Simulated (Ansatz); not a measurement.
The reference is PbS in the zinc blende structure (space group F-43m, No. 216; a hypothetical phase, not in the database extracts checked).

```
CELL_PARAMETERS angstrom
      0.00000     3.27150     3.27150
      3.27150     0.00000     3.27150
      3.27150     3.27150     0.00000
ATOMIC_POSITIONS crystal
  S  0.75000 0.75000 0.75000
  Pb 0.00000 0.00000 0.00000
```

All numbers come from PBEsol (Ansatz, an electronic-structure program), scalar-relativistic without spin-orbit coupling.

One change was made to it. Results:

```tsv
quantity	base	after
smallest direct gap	1.15 eV	1.09 eV
band gap	0.63 eV	0.53 eV
density	5.67 g/cm³	5.88 g/cm³
```

Task: Which of these changes matches the shifts?
(A) pressure 0.3 GPa
(B) pressure 5 GPa
(C) pressure −2 GPa
(D) pressure 1.5 GPa

Result: D, pressure 1.5 GPa. For comparison, the band gap in the other runs: pressure 0.3 GPa gives 0.61 eV; pressure 5 GPa gives 0.31 eV; pressure −2 GPa gives 0.78 eV.

Spin-orbit coupling, missing from the scalar runs, can matter with Pb. Load acts through the strain it causes; cell and atoms are relaxed under it. Stability against distortions was not tested. Competing high-pressure phases were not computed.
